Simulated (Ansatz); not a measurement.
# Several settings converged on Bi2PdPt (P3m1, 4 atoms in the cell)

```xyz
4
Lattice="4.3073 0.0000 0.0000 -2.1537 3.7303 0.0000 0.0000 0.0000 5.5978" Properties=species:S:1:pos:R:3 pbc="T T T"
Bi     0.0000     2.4868     1.4208
Bi     2.1537     1.2434     4.2270
Pd     0.0000     0.0000     2.7989
Pt     0.0000     0.0000     0.0000
```

Base method: LDA (PW92), default PAW files made with PBE (plane waves; Ansatz, a first-principles code).

Base settings: basis.ecutwfc = 420 eV; kpoints.mp_grid.grid = 9 9 6; hamiltonian.xc = lda; hamiltonian.pseudopotentials = {kind: paw} (the program's default PAW files); scf.occupations.method = fermi_dirac; scf.occupations.width = 0.1 eV.

The count of work is k-points × plane waves × bands × iterations; it is no time. Core times come from one kind of shared machine, to one figure; runs under 30 s give none.

**The k-point mesh at a smearing width of 0.05 eV**

In this ladder: scf.occupations.width = 0.05 eV.

The second cell is the first with its lattice scaled by 0.98.

Only quantities that move along the ladder and can be compared are tabulated.

| kpoints.mp_grid.grid | free energy less the last step's (meV/atom) | energy of the compressed cell less the first (meV/atom) | pressure (GPa) | largest difference of a force vector from the last step's (eV/Å) | count of work / last |
|---|---|---|---|---|---|
| 3 3 2 | 4.32 | -5.12 | -4.16 | 0.034 | 0.020 |
| 4 4 3 | 2.46 | -0.35 | -3.56 | 0.090 | 0.034 |
| 5 5 3 | 9.74 | -2.69 | -3.69 | 0.012 | 0.046 |
| 6 6 4 | -2.97 | 0.60 | -3.46 | 0.036 | 0.068 |
| 7 7 5 | -1.03 | -0.04 | -3.54 | 0.007 | 0.091 |
| 8 8 6 | -2.18 | -0.65 | -3.60 | 0.003 | 0.14 |
| 10 10 7 | 0.59 | -0.11 | -3.50 | 0.002 | 0.27 |
| 14 14 10 | -0.06 | -0.09 | -3.52 | 0.000 | 0.59 |
| 17 17 12 | 0.00 | -0.12 | -3.53 | 0.000 | 1.0 |

Coarsest kpoints.mp_grid.grid that holds the pressure within 0.5 GPa of the last step, with all finer ones: 4 4 3, at 0.034 of the last step's count of work; the step before is off by 0.63 GPa.

Coarsest kpoints.mp_grid.grid that holds the energy of the compressed cell less the first within 0.2 meV/atom of the last step, with all finer ones: 10 10 7, at 0.27 of the last step's count of work; the step before is off by 0.52 meV/atom.

Coarsest kpoints.mp_grid.grid that holds the free energy within 0.5 meV/atom of the last step, with all finer ones: 14 14 10; the step before is off by 0.59 meV/atom.

The energy difference between the two cells stays within 1 meV/atom of the last step's from 6 6 4 on, the total only from 10 10 7 on: much of the error is common to both cells and cancels.

**The width of Gaussian smearing**

In this ladder: kpoints.mp_grid.grid = 15 15 10; scf.occupations.method = gaussian.

Narrow widths need finer meshes than wide ones, so the last steps can hold mesh noise.

Only quantities that move along the ladder and can be compared are tabulated; pressure and forces are left out, as mesh noise rules them at narrow widths.

| scf.occupations.width | free energy less the last step's (meV/atom) | core time / last (rough) |
|---|---|---|
| 1 eV | -122.24 | 1 |
| 0.5 eV | -30.64 | 1 |
| 0.3 eV | -10.76 | 1 |
| 0.2 eV | -4.54 | 1 |
| 0.1 eV | -0.90 | 1 |
| 0.05 eV | 0.00 | 1 |

Widest scf.occupations.width that holds the free energy within 2 meV/atom of the last step, with all finer ones: 0.1 eV; the step before is off by 4.5 meV/atom.

**The mesh under tetrahedron occupations**

In this ladder: scf.occupations.method = tetrahedron; scf.occupations.width = default.

Only quantities that move along the ladder and can be compared are tabulated.

```tsv
kpoints.mp_grid.grid	free energy less the last step's (meV/atom)	pressure (GPa)	largest difference of a force vector from the last step's (eV/Å)	count of work / last
4 4 3	2.50	-3.50	0.027	0.015
5 5 3	-0.10	-3.65	0.006	0.020
6 6 4	-5.24	-3.65	0.057	0.041
7 7 5	-2.25	-3.68	0.030	0.053
9 9 6	-0.87	-3.57	0.039	0.10
11 11 7	0.00	-3.58	0.013	0.16
13 13 9	-0.20	-3.57	0.003	0.27
21 21 14	0.00	-3.56	0.000	1.0
```

Coarsest kpoints.mp_grid.grid that holds the forces within 0.02 eV/Å of the last step, with all finer ones: 11 11 7, at 0.16 of the last step's count of work; the step before is off by 0.039 eV/Å.

Coarsest kpoints.mp_grid.grid that holds the pressure within 0.05 GPa of the last step, with all finer ones: 9 9 6, at 0.10 of the last step's count of work; the step before is off by 0.11 GPa.

Coarsest kpoints.mp_grid.grid that holds the free energy within 0.5 meV/atom of the last step, with all finer ones: 11 11 7, at 0.16 of the last step's count of work; the step before is off by 0.87 meV/atom.

On the base run: the starting cell comes from a database of computed structures (which also holds hypothetical and non-ambient phases and stackings), without a prior relaxation at this level. Its lattice was rescaled by up to half a per cent. One atom was moved a little off its site on purpose. Spin polarisation is off. In the base run, with a pressure of about -3 GPa the cell is away from its equilibrium volume at this level. Ansatz's pressure includes its estimate of the finite-basis (Pulay) stress.

Left out of this page: 2 runs of the series outside the window shown, repeating another row's setting, or not comparable.

Keys are those of Ansatz 0.2.
